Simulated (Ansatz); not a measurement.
## CsPbCl3 under a change: isotropic strain −1.20 %

The reference is CsPbCl3 in the cubic perovskite structure (space group Pm-3m, No. 221; a = 5.521 Å).

Modification: every lattice vector is shortened by 1.20 %; the atoms relax in the strained cell.

The values are results of LDA, PAW, 420 eV (Ansatz, a first-principles code; no spin-orbit coupling), not measurements. Settings: 6×6×6 k-points, 0.05 eV Fermi–Dirac smearing.

| quantity | base | changed | shift |
|---|---|---|---|
| volume per atom | 33.65 Å³ | 32.46 Å³ | -1.197 Å³ |
| space group | Pm-3m (No. 221) | Pm-3m (No. 221) | – |
| shortest interatomic distance | 5.216 bohr | 5.154 bohr | -0.0626 bohr |
| energy relative to the base (free energy F) | 0 meV/atom | +4.2 meV/atom | +4.2 meV/atom |
| pressure | 0.00 GPa | 1.17 GPa | +1.17 GPa |
| band gap | 1.53 eV | 1.34 eV | -0.19 eV |
| gap character | direct at R | direct at R | – |
| mean gap deformation potential ΔEg/Δln V | – | +5.2 eV | – |
| width of the top valence band | 2.83 eV | 3.13 eV | +0.30 eV |
| electron mass (degenerate bands, along [100]) | 0.093, 0.75, 0.75 mₑ (at R) | 0.085, 0.71, 0.71 mₑ (at R) | – |
| hole mass | 0.14 mₑ (at R) | 0.12 mₑ (at R) | – |
| valley order (the lowest conduction-band minima on the path, energy above the VBM, named in the base's zone) | R along ⟨111⟩ 1.53 eV; Γ 2.75 eV | R along ⟨111⟩ 1.34 eV; Γ 2.54 eV | – |

Final structure:

```yaml
crystal:
  lattice:
    - [5.45461, 0.00000, 0.00000]
    - [0.00000, 5.45461, 0.00000]
    - [0.00000, 0.00000, 5.45461]
  atoms:
    - { symbol: Cs, position: [0.00000, 0.00000, 0.00000] }
    - { symbol: Pb, position: [0.50000, 0.50000, 0.50000] }
    - { symbol: Cl, position: [0.50000, 0.00000, 0.50000] }
    - { symbol: Cl, position: [0.00000, 0.50000, 0.50000] }
    - { symbol: Cl, position: [0.50000, 0.50000, 0.00000] }
```

Cost of the whole job for the changed cell (relaxation, final SCF and bands): very roughly 18 core-seconds.

Spin-orbit coupling, missing from the scalar runs, can matter with Pb. Effective masses come from finite differences of ±0.01 Å⁻¹. Whether these cells are dynamically stable was not tested. Many cubic perovskites are stable only at high temperature; tilts and polar distortions were not tested. This is not the structure that CsPbCl3 has at room temperature and ambient pressure.
